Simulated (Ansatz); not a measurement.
Here is the system:

```
InSb
1.0
    4.68653     0.00000     0.00000
    2.34326     4.05865     0.00000
    2.34326    -1.35288     3.72550
In Sb
1 1
Direct
  0.00297   0.99851   0.99554
  0.49703   0.25149   0.75446
```

No spin polarisation.

All numbers come from Ansatz (a program for electronic structure), PBEsol, PAW, cutoff 420 eV, scalar-relativistic without spin-orbit coupling. Γ-centred 12×12×12 mesh, Fermi–Dirac width 0.05 eV.

Task: Predict the band gap and pressure.

Result: 
* **Band gap**: zero
* **Pressure (mean of the normal stresses, compression positive)**: -0.9 GPa

Spin-orbit coupling, missing from the scalar runs, can matter with Sb. The cells carry an imposed strain or load. Whether these cells are dynamically stable was not tested. All final runs are without spin polarisation. The cell was made from InSb in the zinc blende structure (space group F-43m, No. 216) by this change: biaxial strain +1.67 %, plane normal [111], relaxed out of plane. Gaps under 0.05 eV, about the width of the smearing, are given as zero. A zero or small gap of InSb can be the functional's error rather than a property of the material.
